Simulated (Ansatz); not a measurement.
Corundum Ga2O3 (metastable phase), treated with BLYP (Ansatz, a first-principles code, PAW).

Numerical settings: plane-wave cutoff 520 eV, 8×8×8 k mesh, Fermi–Dirac smearing 0.01 eV, scalar-relativistic PAW data made under PBE.

Computed at the level's own relaxed cell.

Question: What does this level give for the equilibrium lattice constant a, band gap, pressure derivative B′ of the bulk modulus and bulk modulus?

Answer: 
* **equilibrium lattice constant a**: 5.102 Å
* **band gap**: 2.18 eV (indirect)
* **pressure derivative B′ of the bulk modulus**: 4.6
* **bulk modulus**: 183 GPa

Measured, for comparison: lattice constant a 4.982 Å (temperature not stated, not corrected to a static lattice; as tabulated in Marezio, Remeika, J. Chem. Phys. 46, 1862 (1967) (COD 1538347)); bulk modulus 220 ± 9 GPa (room temperature, not corrected to a static lattice, equation of state from high-pressure X-ray diffraction, our sources range from 220 to 252; as tabulated in Phys. Rev. B 77, 094123 (2008), gallium oxide under pressure (UNLV record)). Computed (rounded) less measured: lattice constant a +2.4 %, bulk modulus not scored (sources differ).

Note: the bulk modulus comes from volumes at which shape and atoms were relaxed.

Spin–orbit coupling is not included.

Static lattice: no zero-point or thermal effects.
